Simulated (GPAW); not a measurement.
Worked example: self-consistent single point of Mg3Sc (P6_3/mmc, 8 atoms in the cell) in GPAW.

Method of the run: PBEsol, GPAW PAW datasets PBEsol (made by gpaw-setup) (plane waves; GPAW).

The change in words: lattice scaled by 0.98. Reference geometry:
```yaml
crystal:
  lattice:
    - [6.27633, 0.00000, 0.00000]
    - [-3.13816, 5.43546, 0.00000]
    - [0.00000, 0.00000, 4.98828]
  atoms:
    - { symbol: Mg, position: [0.16662, 0.33324, 0.25000] }
    - { symbol: Mg, position: [0.83338, 0.66676, 0.75000] }
    - { symbol: Mg, position: [0.83338, 0.16662, 0.75000] }
    - { symbol: Mg, position: [0.16662, 0.83338, 0.25000] }
    - { symbol: Mg, position: [0.66676, 0.83338, 0.25000] }
    - { symbol: Mg, position: [0.33324, 0.16662, 0.75000] }
    - { symbol: Sc, position: [0.66667, 0.33333, 0.25000] }
    - { symbol: Sc, position: [0.33333, 0.66667, 0.75000] }
```

Reference input (self-consistent single point, DFT PBEsol, plane waves, GPAW PAW datasets PBEsol (made by gpaw-setup)): mode = pw; ecut = 800 eV; xc = PBEsol; kpts = 4 4 5; mesh shift (steps) = 0 0 0; occupations.name = fermi-dirac; occupations.width = 0.1 eV; nbands = -14; symmetry.symmorphic = false; symmetry.tolerance = 0.0005; maxiter = 120. This run's input differs from it in these lines:

```diff
@@ -5,13 +5,13 @@
 atoms = Atoms(['Mg', 'Mg', 'Mg', 'Mg', 'Mg', 'Mg', 'Sc', 'Sc'],
-              cell=[[6.276330, 0.000000, 0.000000],
-                    [-3.138165, 5.435462, 0.000000],
-                    [0.000000, 0.000000, 4.988280]],
-              positions=[[-0.000000, 1.811313, 1.247070],
-                         [3.138165, 3.624149, 3.741210],
-                         [4.707687, 0.905657, 3.741210],
-                         [-1.569522, 4.529805, 1.247070],
-                         [1.569522, 4.529805, 1.247070],
-                         [1.568643, 0.905657, 3.741210],
-                         [3.138168, 1.811819, 1.247070],
-                         [-0.000003, 3.623643, 3.741210]],
+              cell=[[6.150803, 0.000000, 0.000000],
+                    [-3.075402, 5.326753, 0.000000],
+                    [0.000000, 0.000000, 4.888514]],
+              positions=[[-0.000000, 1.775087, 1.222128],
+                         [3.075401, 3.551666, 3.666385],
+                         [4.613533, 0.887544, 3.666385],
+                         [-1.538132, 4.439209, 1.222128],
+                         [1.538131, 4.439209, 1.222128],
+                         [1.537270, 0.887544, 3.666385],
+                         [3.075404, 1.775583, 1.222128],
+                         [-0.000003, 3.551170, 3.666385]],
               pbc=True)
```

Output (repeated stretches shortened):

```
     iter     time        total  log10-change:
                         energy   eigst   dens
iter:   1 --:--:--   -20.914773
iter:   2 --:--:--   -21.080165   -0.16  -1.57
iter:   3 --:--:--   -21.010063   -0.73  -1.60
iter:   4 --:--:--   -21.043768   -1.51  -1.89
iter:   5 --:--:--   -21.026559c  -1.85  -1.98
iter:   6 --:--:--   -21.031606c  -2.37  -2.33
iter:   7 --:--:--   -21.016035c  -3.04  -2.41
iter:   8 --:--:--   -21.011049c  -3.13  -2.57
iter:   9 --:--:--   -21.011094c  -3.82  -2.92
iter:  10 --:--:--   -21.009952c  -3.85  -2.91
iter:  11 --:--:--   -21.010079c  -4.48  -3.76
iter:  12 --:--:--   -21.010032c  -5.36  -3.70
iter:  13 --:--:--   -21.009977c  -5.88  -3.76
iter:  14 --:--:--   -21.009932c  -5.50  -3.85
iter:  15 --:--:--   -21.009948c  -6.63  -4.13c
iter:  16 --:--:--   -21.009993c  -6.17  -4.28c
iter:  17 --:--:--   -21.009982c  -7.34  -4.71c
iter:  18 --:--:--   -21.009978c  -7.82c -4.80c
Converged after 18 iterations.

Dipole moment: (0.000000, -0.000000, -0.000014) |e|*Ang

Energy contributions relative to reference atoms: (reference = -74154.303243)

Kinetic:        +13.178555
Potential:       +1.849543
External:        +0.000000
XC:             -35.956370
Entropy (-ST):   -0.207218
Local:           +0.021903
SIC:             +0.000000
--------------------------
Free energy:    -21.113587
Extrapolated:   -21.009978

Showing only first 2 kpts
 Kpt  Band  Eigenvalues  Occupancy
  0    39      3.91032    1.99990
  0    40      4.84833    1.24653
  0    41      5.21193    0.08357
  0    42      5.21194    0.08356

  1    39      3.61779    1.99999
  1    40      4.93314    0.82935
  1    41      4.93316    0.82926
  1    42      5.38335    0.01559

Fermi level: 4.89868

No gap
   [... lines left out ...]
  2 Mg   -0.00098    0.00057    0.00000
  3 Mg    0.00098   -0.00057    0.00000
  4 Mg   -0.00098   -0.00057    0.00000
  5 Mg    0.00098    0.00057   -0.00000
  6 Sc   -0.00000    0.00000   -0.00000
  7 Sc    0.00000    0.00000    0.00000

Stress tensor:
    -0.038635    -0.000000     0.000000
    -0.000000    -0.038635     0.000000
     0.000000     0.000000    -0.040076
Stress (GPa, Voigt): [-6.19   -6.19   -6.4208  0.      0.     -0.    ]
```

The run converged in 18 iterations. GPAW prints stress with tension positive. Against the reference run the free energy rises by 33.9 meV/atom, the pressure goes from 2.58 to 6.27 GPa and the largest force goes from 0.020 to 0.001 eV/Å.

The starting cell comes from a database of computed structures (which also holds hypothetical and non-ambient phases and stackings), without a prior relaxation at this level. Its lattice was rescaled by a random factor within 2.5 % of one. For this run, on top of that: lattice scaled by 0.98. With a pressure of about 6 GPa the cell is away from its equilibrium volume at this level.

Cost on one core of a shared machine: roughly 80 s.
